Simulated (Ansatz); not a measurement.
Functionals compared on NH2 on the 1x1 (110) surface of bcc W, one in a 2x2 cell, started at the site 'hollow W-W-W', in Ansatz (plane waves, PAW). The structure was relaxed with PBE; the other rows are single points on it, each with its references at the same level. Cutoff 420 eV (500 eV for r2SCAN).

Set-up: 19 atoms, 6.6 Å thick at the start under the adsorbate (thin: gaps and levels are the slab's own); mesh 6x6x1; 0.1 eV smearing; dipole correction on; 8 atoms held, the rest relaxed; no symmetry held; no spin, no spin-orbit, no U, no dispersion correction. At the end it is bonded to 2 W. In PBE it is, or lies within 0.03 eV of, the lowest of the starts that converged. These notes are the PBE run's. Adsorption energies are against NH3(g) − ½ H2(g). A negative adsorption energy means that the adsorbate is more stable on the surface than in its reference.

```json
[
 {"functional": "PBE", "adsorption energy (eV)": "-1.08", "work function of the top face (eV)": "3.49", "change of the work function (eV)": "-1.33", "rough cost of the single point": "–"},
 {"functional": "RPBE", "adsorption energy (eV)": "___", "work function of the top face (eV)": "___", "change of the work function (eV)": "___", "rough cost of the single point": "very roughly 2.8 core-minutes"},
 {"functional": "r2SCAN", "adsorption energy (eV)": "-1.26", "work function of the top face (eV)": "3.51", "change of the work function (eV)": "-1.39", "rough cost of the single point": "roughly 4 core-minutes"}
]
```

Problem. Complete the blanks.

Solution. 
- RPBE, adsorption energy (eV): -0.84
- RPBE, work function of the top face (eV): 3.38
- RPBE, change of the work function (eV): -1.31

Ansatz is a first-principles code.
